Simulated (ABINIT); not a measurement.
ABINIT is run on GeS (F-43m, 2 atoms in the cell), and the run fails. The aim is a self-consistent single point with DFT, PBE, plane waves, norm-conserving pseudopotentials (PseudoDojo nc-sr-05 PBE standard).

Input as run:

```
# GeS, PseudoDojo nc-sr-05 PBE standard
acell 3*1.0 Angstrom
rprim
         0.0000000000    2.8519420000    2.8519420000
         2.8519420000    0.0000000000    2.8519420000
         2.8519420000    2.8519420000    0.0000000000
natom 2
ntypat 2
znucl 16 32
typat 1 2
xcart
         2.6946946517    2.6946946517    2.6946946517
         0.0000000000    0.0000000000    0.0000000000
ecut 39 Ha
occopt 7
tsmear 0.1 eV
nband 15
kptopt 1
ngkpt 5 5 5
nshiftk 1
shiftk 0 0 0
nstep 100
toldfe 1.0e-09
prtwf 0
prtden 0
enunit 2
```

The program printed (abridged):

```
           HAVE_FC_CPUTIME              HAVE_FC_EXIT             HAVE_FC_FLUSH

             HAVE_FC_GAMMA            HAVE_FC_GETENV   HAVE_FC_IEEE_ARITHMETIC

   HAVE_FC_IEEE_EXCEPTIONS          HAVE_FC_INT_QUAD             HAVE_FC_IOMSG

     HAVE_FC_ISO_C_BINDING  HAVE_FC_ISO_FORTRAN_2008        HAVE_FC_LONG_LINES

        HAVE_FC_MOVE_ALLOC  HAVE_FC_ON_THE_FLY_SHAPE           HAVE_FC_PRIVATE

         HAVE_FC_PROTECTED           HAVE_FC_SHIFTLR         HAVE_FC_STREAM_IO

            HAVE_FC_SYSTEM                HAVE_FFTW3          HAVE_FORTRAN2003

                 HAVE_HDF5             HAVE_HDF5_MPI        HAVE_LIBPAW_ABINIT

      HAVE_LIBTETRA_ABINIT                HAVE_LIBXC                  HAVE_MPI

                 HAVE_MPI2         HAVE_MPI2_INPLACE       HAVE_MPI_IALLGATHER

       HAVE_MPI_IALLREDUCE        HAVE_MPI_IALLTOALL       HAVE_MPI_IALLTOALLV

           HAVE_MPI_IBCAST         HAVE_MPI_IGATHERV        HAVE_MPI_INTEGER16

               HAVE_MPI_IO HAVE_MPI_TYPE_CREATE_S...               HAVE_NETCDF

       HAVE_NETCDF_FORTRAN   HAVE_NETCDF_FORTRAN_MPI           HAVE_NETCDF_MPI

             HAVE_OS_LINUX         HAVE_TIMER_ABINIT
 ++++++++++++++++++++++++++++++++++++++++++++++++++++++++++++++++++++++++++++++

 Netcdf library supports MPI-IO
-instrng: 26 lines of input have been read from file run.abi

--- !ERROR
src_file: m_common.F90
src_line: 1843
mpi_rank: 0
message: |
    `pseudos` variable must be specified in input when the code is invoked with the `abinit t01.in` syntax
...

 abinit_abort: decision taken to exit. Check above messages for more info
Abort(13) on node 0 (rank 0 in comm 0): application called MPI_Abort(MPI_COMM_WORLD, 13) - process 0

--- !ERROR
src_file: m_common.F90
src_line: 1843
mpi_rank: 0
message: |
    `pseudos` variable must be specified in input when the code is invoked with the `abinit t01.in` syntax
...
```

Question: From the messages shown, name the fault and mend the input.

Answer: The fault is no pseudopotentials named. Every species needs a potential file. To fix it, name the files. The program stopped before any SCF iteration.

The sound input it was made from differs as follows (other fixes are possible):
```diff
+pp_dirpath "./"
+pseudos "S.upf, Ge.upf"
```

With that input, the run converged in 12 iterations: free energy E − TS -2729.62 eV; Fermi level (on the code's own zero) 4.21 eV; pressure 10.21 GPa (DFT, PBE, plane waves, norm-conserving pseudopotentials (PseudoDojo nc-sr-05 PBE standard)).

On the sound input: the starting cell was generated: these elements placed on a structure prototype, without a prior relaxation; it need not be a known phase or ordering of this composition. With a pressure of about 10 GPa the cell is away from its equilibrium volume at this level. The run gives no clean gap (levels at the Fermi energy touch, overlap or are partly filled at this smearing), which alone does not show that the compound is a metal.
